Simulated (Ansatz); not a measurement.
LuSb in the rock salt structure (space group Fm-3m, No. 225; a cell from a computed database, its experimental status unchecked)

```
CELL_PARAMETERS angstrom
      0.00000     2.99811     2.99811
      2.99811     0.00000     2.99811
      2.99811     2.99811     0.00000
ATOMIC_POSITIONS crystal
  Lu 0.00000 0.00000 0.00000
  Sb 0.50000 0.50000 0.50000
```

The values are results of PBEsol in Ansatz (plane waves to 420 eV, PAW, without spin-orbit coupling), not measurements. k-mesh 13×13×13 (Γ-centred); smearing 0.05 eV (Fermi–Dirac).

Volume per atom: 26.95 Å³
Density: 9.14 g/cm³
Band gap: zero
Total energy: -10510.812 eV/atom (σ→0; compares only within this code and set-up)

No phonon test of stability was made. The final runs are not spin-polarised.

Ansatz is an electronic-structure program.
